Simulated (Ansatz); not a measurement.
Consider ZrC in the rock salt structure (space group Fm-3m, No. 225; relaxed with 0.1 eV smearing).

```xyz
2
Lattice="0.0000 2.3544 2.3544 2.3544 0.0000 2.3544 2.3544 2.3544 0.0000" Properties=species:S:1:pos:R:3 pbc="T T T"
Zr     0.0000     0.0000     0.0000
C      2.3544     2.3544     2.3544
```

All numbers come from PBE (Ansatz, a first-principles code; PAW; 420 eV plane waves; no spin-orbit coupling).

For the base:

| Quantity | Value |
|---|---|
| Pressure | 0.0 GPa |
| Band gap | zero |

It is then changed as follows: the cell is scaled by 1.0050 in all directions; the atoms relax in the strained cell.

### Question
How does this affect the energy relative to the base, pressure and band gap?

### Answer
The energy goes up by 2.0 meV/atom; the pressure goes from zero to -3.2 GPa; the band gap is still zero.

Whether these cells are dynamically stable was not tested. All final runs are without spin polarisation.
